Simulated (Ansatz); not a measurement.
## Effect of x(Li) = 0.667, 6 atoms, Cmcm on Be

Consider Be in the hcp (Mg type) structure (space group P6_3/mmc, No. 194; a = 2.2637 Å, c = 3.5639 Å).

The other end (x = 1) is Li in the hcp (Mg type) structure (space group P6_3/mmc, No. 194; a model cell): 21.00 Å³/atom, gap zero; this end may not be an ambient phase.

The change: Li replaces 66.7 % of the Be, ordered in a cell of 6 atoms (starting symmetry Cmcm) and fully relaxed.

The values are results of Ansatz (a program for electronic structure) r2SCAN, no spin-orbit coupling, not measurements. Γ-centred 11×11×11 mesh, Fermi–Dirac width 0.05 eV, for the changed cell.

| quantity | base | changed | shift |
|---|---|---|---|
| volume per atom | 7.91 Å³ | 13.72 Å³ | +5.81 Å³ |
| density | 1.89 g/cm³ | 0.92 g/cm³ | -0.97 g/cm³ |
| shortest interatomic distance | 4.176 bohr | 4.177 bohr | +0.001 bohr |
| band gap | zero | zero | – |
| mixing energy (to 0.01 eV only: unlike meshes or grids) | – | +0.21 eV/atom | – |
| deviation of the volume from the linear (Vegard-type) interpolation | – | -17.5 % | – |

Final structure:

```yaml
crystal:
  lattice:
    - [3.86009, -2.59028, 0.00000]
    - [3.86009, 2.59028, 0.00000]
    - [0.00000, 0.00000, 4.11699]
  atoms:
    - { symbol: Li, position: [0.68266, 0.99138, 0.75000] }
    - { symbol: Be, position: [0.42232, 0.57768, 0.75000] }
    - { symbol: Li, position: [0.00862, 0.31734, 0.75000] }
    - { symbol: Be, position: [0.57768, 0.42232, 0.25000] }
    - { symbol: Li, position: [0.31734, 0.00862, 0.25000] }
    - { symbol: Li, position: [0.99138, 0.68266, 0.25000] }
```

Each cell is one ordered arrangement of few atoms, which overstates ordering effects compared with a random alloy. Whether these cells are dynamically stable was not tested. This is not the structure that Li has at room temperature and ambient pressure.
